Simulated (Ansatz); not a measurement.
**Effect of isotropic strain +2.40 % on SnO2**

Take SnO₂ in the rutile structure (space group P4_2/mnm, No. 136; a = 4.7692 Å, c = 3.2120 Å) as the base.

One thing is altered: an isotropic linear strain of +2.40 %, atoms relaxed at fixed cell.

All numbers come from PBEsol, PAW, 420 eV (Ansatz, a quantum-chemistry and plane-wave program; no SOC). Γ-centred 7×7×10 mesh, Fermi–Dirac width 0.05 eV.

The space group remains P4_2/mnm (No. 136) and the shortest interatomic distance rises by 0.046 Å, from 2.066 Å to 2.112 Å. The energy goes up by 35 meV/atom and the pressure (mean of the normal stresses, compression positive) goes from zero to -11.60 GPa. The band gap shrinks by 0.72 eV, from 0.92 eV to 0.20 eV and the gap character is still direct at Γ. The mean gap deformation potential ΔEg/Δln V comes out as -10.1 eV and the electron mass becomes 0.13 mₑ along c, 0.13 mₑ across (at Γ) (base: 0.17 mₑ along c, 0.19 mₑ across (at Γ)). The hole mass goes from 1.7 mₑ along c, 1.3 mₑ across (at Γ) to 1.9 mₑ along c, 1.3 mₑ across (at Γ) and the valence-band top at Γ (three highest levels, from the VBM) goes from 0.00, -0.77, -0.77 eV to 0.00, -0.71, -0.71 eV. The largest internal atomic displacement comes out as 0.013 Å.

Final structure:

```
CELL_PARAMETERS angstrom
      4.88364     0.00000     0.00000
      0.00000     4.88364     0.00000
      0.00000     0.00000     3.28909
ATOMIC_POSITIONS crystal
  Sn 0.00000 0.00000 0.00000
  Sn 0.50000 0.50000 0.50000
  O  0.30818 0.30818 0.00000
  O  0.80818 0.19182 0.50000
  O  0.19182 0.80818 0.50000
  O  0.69182 0.69182 0.00000
```

Effective masses come from finite differences of ±0.01 Å⁻¹. Stability against distortions was not tested. The zero or small gap of SnO2 under isotropic strain +2.40 % can change with the level of theory.
